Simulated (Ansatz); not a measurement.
The starting structures come from a database of crystals and need not be the phases stable at ambient conditions.

 Where the default PAW files enter, the runs use the earlier of Ansatz's two default sets.

Input:

```xyz
4
Lattice="4.0024 0.0000 0.0000 -2.0012 3.4662 0.0000 0.0000 0.0000 6.5778" Properties=species:S:1:pos:R:3 pbc="T T T"
Al     0.0000     2.3108     0.0045
Al     2.0012     1.1554     3.2934
As     0.0000     2.3108     2.4688
As     2.0012     1.1554     5.7577
```

Space group of this cell: P6_3mc, wurtzite. The cell is taken as given.

The numbers are results of PBEsol (plane waves, PAW; Ansatz, a first-principles code), not measurements.

The current runs along the normal of the first two printed vectors; no spin-orbit coupling. Scaled by the factor s: all lengths (ions clamped). Meshes 12×12×6 and 12×12 across the current in all rows.

```
s     mean pressure (GPa)  band gap (eV)
----  -------------------  -------------
0.98                  5.1              ?
1.00                  0.1           1.65
1.02                 -3.7           1.48
```

Problem. Take the slope of the band gap against ln s from the two given rows, extrapolate to s = 0.98, and say what the run there gives.

Solution. Slope = (1.48 − 1.65) / ln 1.02 = -8.58 eV. The line gives 1.65 + (-8.58) × ln 0.98 = 1.82 eV. The run gives 1.62 eV, 0.20 eV under the line, 117 % of the predicted step.
